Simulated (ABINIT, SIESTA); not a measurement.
A SIESTA input for a self-consistent single point of SiMo3 (Pm-3n, 8 atoms in the cell) (DFT, GGA PBE, numerical atomic orbitals DZP, PseudoDojo PBE standard norm-conserving potentials (rewritten from UPF to PSML)):

```
# files in the folder: Si.psml Mo.psml (PseudoDojo PBE standard)
SystemName  SiMo3
SystemLabel simo3

NumberOfAtoms                8
NumberOfSpecies              2
%block ChemicalSpeciesLabel
  1 14 Si
  2 42 Mo
%endblock ChemicalSpeciesLabel
LatticeConstant              4.718111 Ang
%block LatticeVectors
     1.000000000    0.000000000    0.000000000
     0.000000000    1.000000000    0.000000000
     0.000000000    0.000000000    1.000000000
%endblock LatticeVectors
AtomicCoordinatesFormat      Ang
%block AtomicCoordinatesAndAtomicSpecies
     2.359055500    2.359055500    2.359055500  1
     0.000000000    0.000000000    0.000000000  1
     0.000000000    2.359055500    1.179527750  2
     0.000000000    2.359055500    3.538583250  2
     1.179527750    0.000000000    2.359055500  2
     3.538583250    0.000000000    2.359055500  2
     2.359055500    1.179527750    0.000000000  2
     2.359055500    3.538583250    0.000000000  2
%endblock AtomicCoordinatesAndAtomicSpecies

XC.functional                GGA
XC.authors                   PBE
PAO.BasisSize                DZP
PAO.EnergyShift              0.005 Ry
MeshCutoff                   350 Ry
%block kgrid.MonkhorstPack
    5   0   0  0.0
    0   5   0  0.0
    0   0   5  0.0
%endblock kgrid.MonkhorstPack
OccupationFunction           FD
ElectronicTemperature        0.1 eV

MaxSCFIterations             150
SCF.Mixer.Method             Broyden
SCF.Mixer.Weight             0.1
SCF.Mixer.History            8
SCF.DM.Tolerance             1.0E-05
Diag.ParallelOverK           true
WriteForces                  true
```

Problem. Give the ABINIT input for the same structure, mesh, smearing and functional.

Solution. One input that does it (others would too):

```
# SiMo3, JTH v2.0 PBE PAW
pp_dirpath "./"
pseudos "Si.GGA_PBE-JTH.xml, Mo.GGA_PBE-JTH.xml"
acell 3*1.0 Angstrom
rprim
         4.7181110000    0.0000000000    0.0000000000
         0.0000000000    4.7181110000    0.0000000000
         0.0000000000    0.0000000000    4.7181110000
natom 8
ntypat 2
znucl 14 42
typat 1 1 2 2 2 2 2 2
xred
         0.5000000000    0.5000000000    0.5000000000
         0.0000000000    0.0000000000    0.0000000000
         0.0000000000    0.5000000000    0.2500000000
         0.0000000000    0.5000000000    0.7500000000
         0.2500000000    0.0000000000    0.5000000000
         0.7500000000    0.0000000000    0.5000000000
         0.5000000000    0.2500000000    0.0000000000
         0.5000000000    0.7500000000    0.0000000000
ecut 40 Ry
pawecutdg 80 Ry
ixc 11
occopt 3
tsmear 0.00367493
nband 58
kptopt 1
ngkpt 5 5 5
nshiftk 1
shiftk 0 0 0
nstep 60
tolvrs 1.0e-12
prtwf 0
prtden 0
```

Basis settings and potentials, where a program has them, do not carry over. This input uses DFT, PBE, plane waves, PAW (JTH v2.0 PBE PAW).

The starting cell comes from a database of computed structures (which also holds hypothetical and non-ambient phases and stackings), without a prior relaxation at this level. Its lattice was rescaled by a random factor within 2.5 % of one. For this run, on top of that: lattice scaled by 0.98.
